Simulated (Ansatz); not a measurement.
## How the enthalpy of formation of GeRh (model structure, started from the rocksalt type, Fm-3m, No. 225, 2 atoms in the cell) moves with the method

No measured value is used here.

```csv
level (code),value (eV/atom)
PBE (Ansatz),-0.125
PBEsol (Ansatz),-0.140
PBE-D3(BJ) (Ansatz),-0.146
r²SCAN (Ansatz),-0.119
```

Each level is taken at its own relaxed cell. Ansatz's density-functional and Hartree–Fock values are scalar-relativistic unless marked +SOC, with PAW data made under PBE.

A model structure was made by putting elements into a prototype or built by hand; it is no filed structure, need not be a known phase, and can be a saddle point held by its symmetry.

Ansatz is an electronic-structure program.
